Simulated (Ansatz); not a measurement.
The starting structures come from a database of crystals and need not be the phases stable at ambient conditions.

 Where the default PAW files enter, the runs use the earlier of Ansatz's two default sets.

By LDA and PBEsol, the system below comes out a metal.

Consider the following.

```
CELL_PARAMETERS angstrom
      3.87261     0.00000     0.00000
     -1.93630     3.35378     0.00000
      0.00000     0.00000     4.91621
ATOMIC_POSITIONS crystal
  Si 0.66667 0.33333 0.25000
  Si 0.33333 0.66667 0.75000
  Ni 0.33333 0.66667 0.25000
  Ni 0.66667 0.33333 0.75000
  Ni 0.00000 0.00000 0.50000
  Ni 0.00000 0.00000 0.00000
```

Space group of this cell: P6_3/mmc. The cell is taken as given.

The current runs along the normal of the first two printed vectors, the (001) plane. All runs by Ansatz (a quantum-chemistry and plane-wave program), plane waves and PAW, without spin-orbit coupling; the base is PBEsol.

```json
[
 {"run": "base", "mean pressure (GPa)": "-0.4", "G/A, both spins (10¹⁵ S/m²)": "0.84"},
 {"run": "all lengths scaled by 0.98", "mean pressure (GPa)": "15.4", "G/A, both spins (10¹⁵ S/m²)": "0.87"},
 {"run": "all lengths scaled by 1.02", "mean pressure (GPa)": "-12.2", "G/A, both spins (10¹⁵ S/m²)": "___"},
 {"run": "lda in place of pbesol", "mean pressure (GPa)": "-6.8", "G/A, both spins (10¹⁵ S/m²)": "0.84"},
 {"run": "lengths across the current scaled by 0.98, ions clamped", "mean pressure (GPa)": "10.3", "G/A, both spins (10¹⁵ S/m²)": "___"},
 {"run": "lengths across the current scaled by 1.02, ions clamped", "mean pressure (GPa)": "-8.9", "G/A, both spins (10¹⁵ S/m²)": "0.78"},
 {"run": "lengths along the current scaled by 0.97, ions clamped", "mean pressure (GPa)": "6.5", "G/A, both spins (10¹⁵ S/m²)": "___"},
 {"run": "lengths along the current scaled by 1.03, ions clamped", "mean pressure (GPa)": "-5.9", "G/A, both spins (10¹⁵ S/m²)": "0.87"}
]
```

### Question
Some entries are withheld; supply them.

### Answer

- all lengths scaled by 1.02, G/A, both spins (10¹⁵ S/m²): 0.81
- lengths across the current scaled by 0.98, ions clamped, G/A, both spins (10¹⁵ S/m²): 0.90
- lengths along the current scaled by 0.97, ions clamped, G/A, both spins (10¹⁵ S/m²): 0.80
